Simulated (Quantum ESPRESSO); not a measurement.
A self-consistent single point of HfIr3 (Pm-3m, 4 atoms in the cell) with Quantum ESPRESSO.

Level of theory: vdW-DF2, PseudoDojo standard norm-conserving (PBE) pseudopotentials (plane waves; Quantum ESPRESSO).

```xyz
4
Lattice="3.9260 0.0000 0.0000 0.0000 3.9260 0.0000 0.0000 0.0000 3.9260" Properties=species:S:1:pos:R:3 pbc="T T T"
Ir     0.0000     1.9630     1.9630
Ir     1.9630     0.0000     1.9630
Ir     1.9630     1.9630     0.0000
Hf     0.0000     0.0000     0.0000
```

Reference input (self-consistent single point, DFT, PBEsol, plane waves, PseudoDojo standard norm-conserving (PBESOL) pseudopotentials): ecutwfc = 70 Ry; occupations = smearing; smearing = mp; degauss = 0.019992 Ry; potentials = {Ir: Ir.upf, Hf: Hf.upf}; K_POINTS = automatic 7 7 7 0 0 0; conv_thr = 1e-10 Ry; mixing_beta = 0.3. This run's input differs from it in these lines:

```diff
@@ -17,2 +17,3 @@
  degauss = 0.019992,
+ input_dft = 'vdw-df2',
 /
```

Its files differ too (potentials: PseudoDojo standard norm-conserving (PBE)).

Output (repeated stretches shortened):

```
     Self-consistent Calculation

     iteration #  1     ecut=    70.00 Ry     beta= 0.30

     Threshold (ethr) on eigenvalues was too large:
     Diagonalizing with lowered threshold

     total energy              =    -806.99813071 Ry
     estimated scf accuracy    <       0.05061098 Ry

     iteration #  2     ecut=    70.00 Ry     beta= 0.30

     total energy              =    -806.99914893 Ry
     estimated scf accuracy    <       0.01697707 Ry

     iteration #  3     ecut=    70.00 Ry     beta= 0.30

     total energy              =    -806.99999286 Ry
     estimated scf accuracy    <       0.00476966 Ry

   [... 8 blocks of this kind left out ...]

     iteration # 12     ecut=    70.00 Ry     beta= 0.30

     total energy              =    -807.00074888 Ry
     estimated scf accuracy    <          1.7E-10 Ry

     iteration # 13     ecut=    70.00 Ry     beta= 0.30
     End of self-consistent calculation

     the Fermi energy is    23.1646 ev

!    total energy              =    -807.00074888 Ry
     estimated scf accuracy    <          1.3E-11 Ry
     smearing contrib. (-TS)   =       0.00052736 Ry
     internal energy E=F+TS    =    -807.00127624 Ry

     convergence has been achieved in  13 iterations

     Forces acting on atoms (cartesian axes, Ry/au):

     atom    1 type  1   force =     0.00000000    0.00000000    0.00000000
   [... zero for the other atoms too ...]

     Total force =     0.000000     Total SCF correction =     0.000000

          total   stress  (Ry/bohr**3)                   (kbar)     P=      289.44
   0.00196757   0.00000000   0.00000000          289.44        0.00        0.00
   0.00000000   0.00196757   0.00000000            0.00      289.44        0.00
   0.00000000   0.00000000   0.00196757            0.00        0.00      289.44

   JOB DONE.
```

The run converged in 13 iterations. Against the reference run the pressure goes from -1.14 to 28.94 GPa.

The starting cell comes from a database of published, mostly measured structures (it also holds non-ambient and calculated ones), without a prior relaxation at this level. Spin polarisation is off. With a pressure of about 29 GPa the cell is away from its equilibrium volume at this level.

Cost on one core of a shared machine: roughly 2 min.
